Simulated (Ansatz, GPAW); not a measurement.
A GPAW input for a self-consistent single point of H4BrN (P-43m, 6 atoms in the cell) (DFT PBEsol, plane waves, GPAW PAW datasets PBEsol (made by gpaw-setup)):

```python
from ase import Atoms
from ase.units import GPa
from gpaw import GPAW

atoms = Atoms(['H', 'H', 'H', 'H', 'Br', 'N'],
              cell=[[4.000100, 0.000000, 0.000000],
                    [0.000000, 4.000100, 0.000000],
                    [0.000000, 0.000000, 4.000100]],
              scaled_positions=[[0.149210, 0.149210, 0.850790],
                                [0.149210, 0.850790, 0.149210],
                                [0.850790, 0.850790, 0.850790],
                                [0.850790, 0.149210, 0.149210],
                                [0.500000, 0.500000, 0.500000],
                                [0.000000, 0.000000, 0.000000]],
              pbc=True)

calc = GPAW(mode={'name': 'pw', 'ecut': 950},
            xc='PBEsol',
            kpts={'size': (4, 4, 4), 'gamma': True},
            occupations={'name': 'fermi-dirac', 'width': 0.0},
            nbands=-4,
            convergence={'bands': -2},
            symmetry={'symmorphic': False, 'tolerance': 0.0005},
            maxiter=120,
            txt='-')

atoms.calc = calc

energy = atoms.get_potential_energy()
print('Energy (eV):', round(energy, 6))
forces = atoms.get_forces()
print('Forces (eV/Ang):')
print(forces.round(5))
stress = atoms.get_stress()
print('Stress (GPa, Voigt):', (stress / GPa).round(4))
```

**Question.** Give the Ansatz (a program for electronic structure) input for the same structure, mesh, smearing and functional.

**Answer.** One input that does it (others would too):

Ansatz 0.2 input:
```yaml
# H4BrN
crystal:
  lattice:
    - [4.00010000, 0.00000000, 0.00000000]
    - [0.00000000, 4.00010000, 0.00000000]
    - [0.00000000, 0.00000000, 4.00010000]
  atoms:
    - { symbol: H, position: [0.14921000, 0.14921000, 0.85079000] }
    - { symbol: H, position: [0.14921000, 0.85079000, 0.14921000] }
    - { symbol: H, position: [0.85079000, 0.85079000, 0.85079000] }
    - { symbol: H, position: [0.85079000, 0.14921000, 0.14921000] }
    - { symbol: Br, position: [0.50000000, 0.50000000, 0.50000000] }
    - { symbol: N, position: [0.00000000, 0.00000000, 0.00000000] }
basis:
  ecutwfc: 420.0
kpoints:
  mp_grid: { grid: [4, 4, 4] }
hamiltonian:
  xc: pbesol
  pseudopotentials: { kind: paw }
scf:
  occupations: { method: fixed }
output:
  forces: true
  eigenvalues: true
  stress: true
```

Basis settings and potentials, where a program has them, do not carry over. This input uses DFT, PBEsol, plane waves, default PAW files made with PBE.

The starting cell comes from a database of computed structures (which also holds hypothetical and non-ambient phases and stackings), without a prior relaxation at this level.
